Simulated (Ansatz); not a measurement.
The reference is Au in the hcp (Mg type) structure (space group P6_3/mmc, No. 194; a = 2.862 Å, c = 4.802 Å).

Now apply this change: a negative pressure, −1 GPa.

Levels (all Ansatz, a program for electronic structure, PAW): PBEsol (420 eV, spin-orbit coupling left out); PBEsol+SOC (420 eV, spin-orbit coupling included).

The geometry is relaxed with PBEsol.

- PBEsol pressure: -1.0 GPa

With PBEsol+SOC at the same geometry, the pressure shrinks by 1.5 GPa to -2.5 GPa.

Single points use the geometry relaxed with PBEsol. Differences between runs with and without spin-orbit coupling are approximate. Load acts through the strain it causes; cell and atoms are relaxed under it. No phonon test of stability was made. The base started in Cmcm and relaxed to P6_3/mmc at this level. This is not the structure that Au has at room temperature and ambient pressure.
